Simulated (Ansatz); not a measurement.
```
CELL_PARAMETERS angstrom
      0.00000     2.22071     2.22071
      2.22071     0.00000     2.22071
      2.22071     2.22071     0.00000
ATOMIC_POSITIONS crystal
  Ti 0.00000 0.00000 0.00000
  C  0.50000 0.50000 0.50000
```

No spin polarisation.

Method: plane-wave PAW DFT at the PBE level (Ansatz, a quantum-chemistry and plane-wave program, 420 eV), no spin-orbit coupling. k-mesh 23×23×23 (Γ-centred); smearing 0.1 eV (Fermi–Dirac).

Q: Predict the band gap, pressure and space group.

A: The band gap comes out as zero, the pressure is -16.0 GPa and the space group comes out as Fm-3m (No. 225).

The cells carry an imposed strain or load. Whether these cells are dynamically stable was not tested. All final runs are without spin polarisation. The cell was made from TiC in the rock salt structure (space group Fm-3m, No. 225) by this change: isotropic strain +2.50 %.
